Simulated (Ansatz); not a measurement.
**PdGe2 (model structure, started from the Al2Cu type, I4/mcm, No. 140, 6 atoms in the cell): lattice constant a by level of theory**

No measured value is used here.

```json
[
 {"level (code)": "PBE (Ansatz)", "value (Å)": "___"},
 {"level (code)": "PBEsol (Ansatz)", "value (Å)": "6.022"},
 {"level (code)": "PBE-D3(BJ) (Ansatz)", "value (Å)": "6.037"}
]
```

Problem. What belongs in the gaps?

Solution. 
- PBE (Ansatz, a first-principles code), value (Å): 6.121

Ansatz's density-functional and Hartree–Fock values are scalar-relativistic unless marked +SOC, with PAW data made under PBE.

A model structure was made by putting elements into a prototype or built by hand; it is no filed structure, need not be a known phase, and can be a saddle point held by its symmetry.
